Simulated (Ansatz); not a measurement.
Amorphous Si₂₆O₃₆C₈

A CHGNet melt-quench gave the starting glass, which DFT then relaxed. O atoms were pushed apart under 1.9 Å during the dynamics, to hinder bonds among them. The hot cell started wider than the set density and was brought back towards it in steps. It is the lowest in DFT energy of 2 quenches. It is a model cell: composition and starting density were chosen by hand, and all elements were melted together. No dispersion term was used.

Methods: PBE, scalar-relativistic without spin-orbit coupling (Ansatz, a first-principles code); r2SCAN, scalar-relativistic without spin-orbit coupling (Ansatz); PBE0, scalar-relativistic without spin-orbit coupling (Ansatz). Geometry, pressure, stress and energy are those of the PBE run. Its sampling: a 2×2×2 Γ-centred mesh; Fermi-Dirac width 0.02 eV; no spin polarisation. Other functionals are single points at the zone centre (r2SCAN at 500 eV; exact exchange cut at the cell's faces), free to take moments where seeds were set. At PBE the levels at both edges of the gap are localised (band-tail or defect states), and the nearest spread-out levels lie 2.6 eV apart at the zone centre.

```yaml
number_of_atoms_in_the_cell: 70
Density (volume relaxed, without dispersion): 2.13 g/cm³
volume_per_atom: 15.65 Å³
Pressure on a 2×2×2 Γ-centred mesh: 0.02 GPa
Largest force and stress component on that mesh (the relaxation ran on the zone centre alone): 0.10 eV/Å and 0.1 GPa
Energy relative to alpha cristobalite + 6H silicon carbide (lowest mix at this level among the phases computed, not always the ambient ones): 0.482 eV/atom
Gap between localised states on a 2×2×2 Γ-centred mesh (PBE): 1.46 eV
Gap between localised states at the zone centre (PBE): 1.51 eV
Gap between localised states at the zone centre (r2SCAN): 1.72 eV
Gap between localised states at the zone centre (PBE0): 3.26 eV
```

Cut-offs for bonds: Si-Si 2.60 Å, Si-O 1.90 Å, Si-C 2.19 Å, O-O 1.58 Å, O-C 1.56 Å, C-C 1.78 Å. Two cations that share two anions don't count as bonded, nor two that share one unless they lie closer than Si-Si 2.38 Å, Si-C 2.00 Å, C-C 1.63 Å.

Mean coordination of Si: 3.88 (1 with 2, 1 with 3, 24 with 4)
Mean coordination of O: 1.94 (2 with 1, 34 with 2)
Mean coordination of C: 2.88 (2 with 2, 5 with 3, 1 with 4)
Mean Si-O bond: 1.645 Å (spread 0.017 Å, 66 counted)
Mean Si-Si bond: 2.388 Å (spread 0.053 Å, 11 counted)

Its density started from a set value of 2.36 g/cm³. The simulated quench (nominally 1000 K/ps over its main leg) is rapid and tends to freeze in more defects than a deposited or slowly cooled glass has. Values belong to this one cell and scatter from quench to quench. Volume and shape were free in the relaxation.
